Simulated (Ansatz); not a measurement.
A calculation on L1₀ (CuAu-type) TiAl returned lattice constant a 2.795 Å, lattice parameter c 4.038 Å, equilibrium volume per atom 15.78 Å³/atom, formation enthalpy -0.411 eV/atom.

For reference: lattice constant a 2.826 Å (measured, temperature not stated, not corrected to a static lattice, P4/mmm two-atom cell, a_fct/√2; as tabulated in Zope and Mishin (2003), arXiv:cond-mat/0306298); lattice parameter c 4.077 Å (measured, temperature not stated, no zero-point or thermal correction; as tabulated in Zope and Mishin (2003), arXiv:cond-mat/0306298); formation enthalpy -0.38 eV/atom (measured, temperature not stated, not corrected to a static lattice; as tabulated in Zope and Mishin (2003), arXiv:cond-mat/0306298).

Task: Which level of theory produced these numbers?
A. rVV10 (Ansatz, a first-principles code)
B. PBEsol (Ansatz)
C. LDA (Ansatz)
D. HSE06 (Ansatz)

Result: B, PBEsol (Ansatz)

The others give: rVV10 2.822 Å, 4.067 Å, 16.19 Å³/atom, -0.404 eV/atom; LDA 2.765 Å, 4.002 Å, 15.30 Å³/atom, -0.423 eV/atom; HSE06 2.801 Å, 4.088 Å, 16.03 Å³/atom, -0.451 eV/atom.

Unless a cell is named, each level is at its own relaxed cell (HSE06 16.03, LDA 15.30, PBEsol 15.78, rVV10 16.19 Å³/atom).

Caveats: hybrids on metals are sensitive to the k mesh and can open a false gap (HSE06). Ansatz's density-functional and Hartree–Fock values are scalar-relativistic unless marked +SOC, with PAW data made under PBE.
